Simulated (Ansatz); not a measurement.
Seebeck coefficient (μV/K, mean over directions) of n-type monolayer TiS₂ against carrier density, HSE06, rigid bands (Ansatz, an electronic-structure program). Computed gap 0.75 eV; densities at which minority carriers matter at this gap, or further valleys turn the trend, are left out. Conductivity mass 0.48 mₑ (harmonic mean over directions), N_c = 2.5e13 cm⁻² at 300 K.

| electron density | 300 K | 500 K |
|---|---|---|
| 1.9e11 cm⁻² | -591 | -636 |
| 5.6e11 cm⁻² | -496 | -541 |
| 1.9e12 cm⁻² | -393 | … |
| 5.6e12 cm⁻² | -298 | -343 |
| 1.9e13 cm⁻² | -195 | -240 |
| 5.6e13 cm⁻² | -107 | … |
| 1.9e14 cm⁻² | -38 | -62 |

**Question.** What belongs in the gaps?

**Answer.** 
- 1.9e12 cm⁻², 500 K: -437
- 5.6e13 cm⁻², 500 K: -148

Rigid bands with a gap fixed in temperature, one relaxation time for all states, no polarons or phonon drag, and whether or not such doping can be reached. Spin-orbit coupling is left out. Geometry: cell and atoms relaxed with PBE.
